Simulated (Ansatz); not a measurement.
# Convergence test for KMgBr3 (Pm-3m, 5 atoms in the cell)

KMgBr₃ is taken in the cubic space group Pm-3m (No. 221), the cubic perovskite structure, Pearson symbol cP5. Conventional cell: a = b = c = 5.158 Å, α = β = γ = 90.00°. K on 1a is coordinated by 12 Br at 3.647 Å (cuboctahedral). Mg on 1b is coordinated by 6 Br at 2.579 Å (octahedral). Br on 3c is surrounded by 2 Mg at 2.579 Å and 4 K at 3.647 Å (octahedral). (Neighbours: up to the widest gap in distance over summed covalent radii, below 1.35, at either atom; cation-cation and far metal-metal contacts left out.)

Method: PBE (plane waves, PAW; Ansatz, an electronic-structure program).

The starting cell was generated: these elements placed on a structure prototype, without a prior relaxation; it need not be a known phase or ordering of this composition. In the base run, with a pressure of about 4 GPa the cell is away from its equilibrium volume at this level. Ansatz's pressure includes its estimate of the finite-basis (Pulay) stress. Another mesh or the band path of this cell gives a smaller gap, so this value is not converged in the mesh.

Held fixed: hamiltonian.xc = pbe; hamiltonian.pseudopotentials = {kind: paw} (the program's default PAW files); scf.occupations.method = cold; scf.occupations.width = 0.136 eV.

ΔF is the free energy per atom less that of the last row (16 16 16).

The series runs over kpoints.mp_grid.grid = 1 1 1; 2 2 2; 3 3 3; 4 4 4; 5 5 5; 6 6 6; 7 7 7; 9 9 9; 10 10 10; 13 13 13; 16 16 16.

Task: From which setting on does the pressure stay within 0.5 GPa of the last one?

Result: From kpoints.mp_grid.grid = 2 2 2 on; the one before it is off by 7.3 GPa. The value it settles on is 3.8 GPa at this level of theory and with the other settings as held.

Task: From which setting on does the gap on the mesh stay within 0.05 eV of the last one?

Result: From kpoints.mp_grid.grid = 9 9 9 on; the one before it is off by 0.055 eV.

| kpoints.mp_grid.grid | ΔF (meV/atom) | pressure (GPa) | gap on the mesh (eV) | k-points | iterations |
|---|---|---|---|---|---|
| 1 1 1 | 741.9 | 11.09 | 3.354 | 1 | 6 |
| 2 2 2 | 13.1 | 3.99 | 3.075 | 4 | 6 |
| 3 3 3 | 0.75 | 3.80 | 3.355 | 4 | 5 |
| 4 4 4 | 0.06 | 3.79 | 3.091 | 10 | 5 |
| 5 5 5 | 0.01 | 3.79 | 3.196 | 10 | 5 |
| 6 6 6 | 0.00 | 3.79 | 3.091 | 20 | 5 |
| 7 7 7 | 0.00 | 3.79 | 3.146 | 20 | 5 |
| 9 9 9 | 0.00 | 3.79 | 3.124 | 35 | 5 |
| 10 10 10 | 0.00 | 3.79 | 3.091 | 56 | 5 |
| 13 13 13 | 0.00 | 3.79 | 3.107 | 84 | 5 |
| 16 16 16 | 0.00 | 3.79 | 3.091 | 165 | 5 |

Gaps are taken between levels on the mesh.

Keys are those of Ansatz 0.2.
